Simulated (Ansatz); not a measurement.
Subject: the energy change from cell B to cell A (net 1 O added, other atoms rearranged, in a slab cell with 15 atoms a plane). Reaction: cell B + 1/2 O2 (gas) → cell A. The sign is products less reactants.

Cell A: a stack of composition Nb105Au16O built on Nb (bcc, Im-3m) (110), with 105 atoms on that crystal's sites, 122 atoms, oblique cell of 9.93 × 12.72 Å (116.3 Å²), symmetry P1 within 0.02 Å, 18.4 Å thick under 16 Å of vacuum, in-plane vectors held at the crystal's, which may strain the added film; planes from bottom to top: Nb15 × 7 | Au15 | O | Au, its two faces unlike (dipole correction applied); spin state with PBE: run without spin, k-point mesh 4×3×1.
```
Au16Nb105O
1.0
    9.93457     0.00000     0.00000
    4.96728    11.70800     0.00000
    0.00000     0.00000    34.12209
Nb Au O
105 16 1
Direct
  0.58486   0.49743   0.23820
  0.48492   0.69745   0.30369
  0.38496   0.89718   0.37275
  0.28502   0.09707   0.44124
  0.18505   0.29764   0.50990
  0.08520   0.49679   0.57886
  0.98373   0.69833   0.64593
  0.51816   0.29730   0.23824
  0.41827   0.49740   0.30372
  0.31818   0.69736   0.37270
  0.21838   0.89710   0.44133
  0.11892   0.09719   0.50990
  0.01885   0.29743   0.57806
  0.91911   0.49523   0.64729
  0.25162   0.49720   0.23819
  0.15165   0.69730   0.30369
  0.05172   0.89721   0.37270
  0.95163   0.09710   0.44107
  0.85170   0.29730   0.50970
  0.75248   0.49651   0.57791
  0.65477   0.69519   0.64531
  0.45152   0.09733   0.23824
  0.35165   0.29727   0.30380
  0.25137   0.49753   0.37274
  0.15147   0.69738   0.44126
  0.05173   0.89711   0.50997
  0.95179   0.09798   0.57780
  0.85098   0.29829   0.64596
  0.18495   0.29725   0.23823
  0.08490   0.49735   0.30369
  0.98494   0.69735   0.37270
  0.88504   0.89717   0.44122
  0.78463   0.09764   0.50977
  0.68486   0.29748   0.57786
  0.58494   0.49714   0.64483
  0.38481   0.89738   0.23817
  0.28502   0.09721   0.30380
  0.18487   0.29738   0.37276
  0.08466   0.49744   0.44112
  0.98515   0.69655   0.51013
  0.88505   0.89719   0.57818
  0.78474   0.10054   0.64590
  0.91823   0.49738   0.23816
  0.81822   0.69746   0.30368
  0.71844   0.89722   0.37273
  0.61851   0.09716   0.44114
  0.51794   0.29740   0.50976
  0.41790   0.49675   0.57820
  0.31661   0.69614   0.64608
  0.11823   0.09729   0.23820
  0.01833   0.29725   0.30370
  0.91813   0.49747   0.37262
  0.81801   0.69739   0.44123
  0.71796   0.89744   0.51000
  0.61814   0.09804   0.57839
  0.51964   0.29943   0.64626
  0.31821   0.69727   0.23815
  0.21832   0.89724   0.30371
  0.11844   0.09714   0.37272
  0.01811   0.29732   0.44104
  0.91837   0.49705   0.50980
  0.81879   0.69618   0.57832
  0.71713   0.89968   0.64509
  0.85163   0.29731   0.23821
  0.75160   0.49746   0.30366
  0.65157   0.69742   0.37265
  0.55162   0.89716   0.44131
  0.45141   0.09742   0.51007
  0.35171   0.29769   0.57866
  0.25177   0.49786   0.64733
  0.05160   0.89725   0.23814
  0.95174   0.09715   0.30368
  0.85167   0.29723   0.37256
  0.75124   0.49742   0.44099
  0.65136   0.69735   0.50998
  0.55117   0.89731   0.57871
  0.45157   0.09900   0.64607
  0.78481   0.09731   0.23819
  0.68502   0.29729   0.30368
  0.58489   0.49745   0.37260
  0.48480   0.69731   0.44117
  0.38521   0.89712   0.51027
  0.28503   0.09810   0.57879
  0.18366   0.29826   0.64643
  0.98486   0.69728   0.23814
  0.88501   0.89723   0.30368
  0.78509   0.09720   0.37264
  0.68483   0.29738   0.44090
  0.58471   0.49741   0.50966
  0.48532   0.69626   0.57853
  0.38598   0.89628   0.64666
  0.71813   0.89736   0.23815
  0.61836   0.09722   0.30376
  0.51825   0.29736   0.37268
  0.41804   0.49753   0.44112
  0.31810   0.69718   0.51014
  0.21907   0.89701   0.57856
  0.11762   0.09882   0.64536
  0.65154   0.69746   0.23813
  0.55163   0.89737   0.30375
  0.45169   0.09719   0.37281
  0.35153   0.29731   0.44114
  0.25158   0.49692   0.51002
  0.15179   0.69623   0.57858
  0.04966   0.90107   0.64531
  0.89664   0.86718   0.71222
  0.83616   0.66566   0.71289
  0.57298   0.86854   0.71296
  0.75833   0.47187   0.71267
  0.92476   0.19823   0.77632
  0.23005   0.86674   0.71275
  0.49782   0.67666   0.71095
  0.69916   0.26626   0.71288
  0.63210   0.06788   0.71257
  0.16004   0.66932   0.71299
  0.43055   0.47743   0.71335
  0.36678   0.26889   0.71217
  0.30115   0.06566   0.71226
  0.10194   0.46701   0.71429
  0.03451   0.26929   0.71283
  0.96995   0.06378   0.71198
  0.61814   0.41778   0.75332
```

Cell B: a stack of composition Nb105Au16 built on Nb (bcc, Im-3m) (110), with 105 atoms on that crystal's sites, 121 atoms, oblique cell of 9.93 × 12.72 Å (116.3 Å²), symmetry P2 within 0.02 Å, 18.2 Å thick under 14 Å of vacuum, in-plane vectors held at the crystal's, which may strain the added film; planes from bottom to top: Nb15 × 7 | Au15 | Au, its two faces unlike (dipole correction applied); spin state with PBE: run without spin, k-point mesh 4×3×1.
```
CELL_PARAMETERS angstrom
      9.93457     0.00000     0.00000
      4.96728    11.70800     0.00000
      0.00000     0.00000    32.67476
ATOMIC_POSITIONS crystal
  Nb 0.58335 0.50004 0.24875
  Nb 0.48328 0.70010 0.31712
  Nb 0.38326 0.90012 0.38914
  Nb 0.28340 0.09991 0.46072
  Nb 0.18321 0.29953 0.53253
  Nb 0.08356 0.50001 0.60370
  Nb 0.98452 0.69880 0.67478
  Nb 0.51660 0.30002 0.24874
  Nb 0.41666 0.50001 0.31717
  Nb 0.31660 0.70004 0.38923
  Nb 0.21660 0.90009 0.46072
  Nb 0.11677 0.09957 0.53258
  Nb 0.01735 0.29962 0.60383
  Nb 0.91587 0.50029 0.67325
  Nb 0.25000 0.50000 0.24884
  Nb 0.15000 0.70005 0.31716
  Nb 0.05008 0.89993 0.38915
  Nb 0.95013 0.09961 0.46061
  Nb 0.85026 0.29944 0.53220
  Nb 0.75000 0.50000 0.60320
  Nb 0.64948 0.70066 0.67290
  Nb 0.44991 0.10007 0.24864
  Nb 0.35000 0.29995 0.31716
  Nb 0.25000 0.50000 0.38931
  Nb 0.14989 0.70024 0.46077
  Nb 0.05003 0.90004 0.53275
  Nb 0.95060 0.09896 0.60424
  Nb 0.85052 0.29934 0.67290
  Nb 0.18330 0.29995 0.24874
  Nb 0.08334 0.49999 0.31717
  Nb 0.98340 0.70005 0.38920
  Nb 0.88333 0.90008 0.46065
  Nb 0.78363 0.09960 0.53251
  Nb 0.68314 0.29950 0.60372
  Nb 0.58413 0.49971 0.67325
  Nb 0.38333 0.90008 0.24862
  Nb 0.28332 0.09997 0.31711
  Nb 0.18340 0.29996 0.38923
  Nb 0.08340 0.50003 0.46069
  Nb 0.98292 0.70036 0.53247
  Nb 0.88352 0.89987 0.60428
  Nb 0.78366 0.09925 0.67439
  Nb 0.91665 0.49996 0.24875
  Nb 0.81663 0.70009 0.31710
  Nb 0.71663 0.90011 0.38908
  Nb 0.61667 0.09992 0.46065
  Nb 0.51708 0.29964 0.53247
  Nb 0.41644 0.49999 0.60370
  Nb 0.31700 0.69823 0.67507
  Nb 0.11667 0.09992 0.24862
  Nb 0.01672 0.29990 0.31712
  Nb 0.91669 0.50000 0.38916
  Nb 0.81649 0.70041 0.46054
  Nb 0.71637 0.90040 0.53251
  Nb 0.61648 0.10013 0.60428
  Nb 0.51548 0.30120 0.67478
  Nb 0.31670 0.70005 0.24874
  Nb 0.21668 0.90003 0.31711
  Nb 0.11674 0.09988 0.38914
  Nb 0.01683 0.29963 0.46059
  Nb 0.91666 0.49993 0.53213
  Nb 0.81686 0.70050 0.60372
  Nb 0.71634 0.90075 0.67439
  Nb 0.84999 0.29993 0.24868
  Nb 0.75000 0.50000 0.31710
  Nb 0.64990 0.70021 0.38911
  Nb 0.54987 0.90039 0.46061
  Nb 0.44997 0.09996 0.53275
  Nb 0.34978 0.30031 0.60408
  Nb 0.25000 0.50000 0.67437
  Nb 0.05009 0.89993 0.24864
  Nb 0.95007 0.09991 0.31708
  Nb 0.85010 0.29979 0.38911
  Nb 0.75000 0.50000 0.46041
  Nb 0.64974 0.70056 0.53220
  Nb 0.54940 0.90104 0.60424
  Nb 0.44810 0.10393 0.67508
  Nb 0.78334 0.09995 0.24861
  Nb 0.68337 0.29991 0.31710
  Nb 0.58331 0.50000 0.38916
  Nb 0.48317 0.70037 0.46059
  Nb 0.38323 0.90043 0.53258
  Nb 0.28333 0.10018 0.60448
  Nb 0.18300 0.30177 0.67507
  Nb 0.98340 0.69998 0.24874
  Nb 0.88334 0.90001 0.31707
  Nb 0.78337 0.09989 0.38908
  Nb 0.68351 0.29959 0.46054
  Nb 0.58334 0.50007 0.53213
  Nb 0.48265 0.70038 0.60383
  Nb 0.38295 0.90070 0.67465
  Nb 0.71666 0.90005 0.24861
  Nb 0.61666 0.09999 0.31707
  Nb 0.51660 0.29995 0.38920
  Nb 0.41660 0.49997 0.46069
  Nb 0.31679 0.70047 0.53253
  Nb 0.21667 0.89982 0.60448
  Nb 0.11705 0.09930 0.67465
  Nb 0.65001 0.70007 0.24868
  Nb 0.54993 0.90009 0.31708
  Nb 0.44992 0.10007 0.38915
  Nb 0.35011 0.29976 0.46077
  Nb 0.25000 0.50000 0.53253
  Nb 0.15022 0.69969 0.60408
  Nb 0.05190 0.89607 0.67508
  Au 0.88281 0.89697 0.74453
  Au 0.80836 0.70304 0.74371
  Au 0.48902 0.70389 0.74390
  Au 0.75000 0.50000 0.74401
  Au 0.01098 0.29611 0.74390
  Au 0.21944 0.89694 0.74452
  Au 0.42919 0.50081 0.74287
  Au 0.69164 0.29696 0.74371
  Au 0.61719 0.10303 0.74453
  Au 0.15194 0.69423 0.74542
  Au 0.25000 0.50000 0.80640
  Au 0.34806 0.30577 0.74542
  Au 0.54723 0.90677 0.74444
  Au 0.07081 0.49919 0.74287
  Au 0.28056 0.10306 0.74452
  Au 0.95277 0.09323 0.74444
```

Reference: an isolated O2 molecule (triplet) in a box of 11 × 11 × 13 Å.

Plane-wave PAW calculations with Ansatz (a quantum-chemistry and plane-wave program), its default PAW set, cutoff 420 eV, 500 eV for r2SCAN. The structures are at rest with PBE, within the held lattices; other levels are single points on them. Neutral cells; Fermi-Dirac smearing of at most 0.10 eV in the solids, energies taken to zero width. The lattices are those relaxed with PBE or held as stated, so at other levels the solids can be strained, which adds to the spread. Larger cells are relaxed from a start prepared with the learned potential CHGNet, on a coarser mesh till forces fall under 0.03 eV/Å, which some starts already meet. A dispersion term (D3(BJ), or D4 for r2SCAN) was computed beside these levels and is taken off wherever the name lacks it. The PAW files were made for PBE and serve at the other functionals too. Space groups of crystals are read within 0.01 Å. No zero-point or thermal terms. No structure search was made; lower ones may exist. The runs are scalar-relativistic, without spin-orbit coupling. The d electrons get no Hubbard U. No correction for cell size. Cell B has symmetry P2 within 0.02 Å and got no random move, so less symmetric positions, which may lie lower, weren't tried.

**Question.** Give the value at the level PBE.

**Answer.** -0.08 eV, for cell B + 1/2 O2 (gas) → cell A.

**Question.** List the value at the remaining levels and say how far they part.

**Answer.** 
| Level | value (eV) | less PBE |
|---|---|---|
| r2SCAN | -0.16 | -0.08 |

The levels shown span 0.08 eV, from r2SCAN (-0.16) to PBE (-0.08).
